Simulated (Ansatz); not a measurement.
Start from GaSb in the zinc blende structure (space group F-43m, No. 216; a = 6.1120 Å). Axes: x, y, z lie along the cube axes.

All numbers come from DFT with PBEsol, PAW potentials and a 420 eV plane-wave cutoff in Ansatz (an electronic-structure program), without spin-orbit coupling, earlier PAW set.

Strains are applied to the cell and any free atomic positions relax; under biaxial strain the out-of-plane vector relaxes too.

One change was made to it. Results:

The energy rises by 11 meV/atom; the pressure (mean of the normal stresses, compression positive) goes from zero to -1.6 GPa; the shortest interatomic distance goes up by 0.0176 Å to 2.664 Å.

Task: Which change produced these results?
(A) uniaxial strain ε_yy = +2.17 %
(B) biaxial strain +2.39 %, plane normal [110], relaxed out of plane
(C) uniaxial strain ε_yy = +2.55 %

Result: B, biaxial strain +2.39 %, plane normal [110], relaxed out of plane. For comparison, the energy relative to the base in the other runs: uniaxial strain ε_yy = +2.55 % gives +4.6 meV/atom; uniaxial strain ε_yy = +2.17 % gives +3.3 meV/atom.

A biaxial case was relaxed in a doubled cell and then solved in the primitive one. No phonon test of stability was made. All final runs are without spin polarisation. Gaps under 0.05 eV, about the width of the smearing, are given as zero.
